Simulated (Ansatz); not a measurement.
The reference is ZnS in the zinc blende structure (space group F-43m, No. 216).

```yaml
crystal:
  lattice:
    - [0.00000, 2.69456, 2.69456]
    - [2.69456, 0.00000, 2.69456]
    - [2.69456, 2.69456, 0.00000]
  atoms:
    - { symbol: S, position: [0.75000, 0.75000, 0.75000] }
    - { symbol: Zn, position: [0.00000, 0.00000, 0.00000] }
```

Levels (all Ansatz, a first-principles code, PAW): r2SCAN (500 eV, no spin-orbit coupling); HSE06 (420 eV, no spin-orbit coupling).

Its gap is 2.70 eV with r2SCAN and 3.37 eV with HSE06.

One thing is altered: a fraction x = 0.75 of the S sites is given to Se, ordered in a cell of 8 atoms (starting symmetry Amm2) and fully relaxed.

With r2SCAN the gap becomes 1.94 eV.

Q: If the HSE06 correction stayed the same, what would the HSE06 gap be, and what does the HSE06 run give?

A: A rigid correction of +0.67 eV gives 2.61 eV. The HSE06 run gives 2.51 eV, so the correction itself changes by -0.10 eV.

Single points use the geometry relaxed with r2SCAN. Each cell is one ordered arrangement of few atoms, which overstates ordering effects compared with a random alloy. Whether these cells are dynamically stable was not tested.
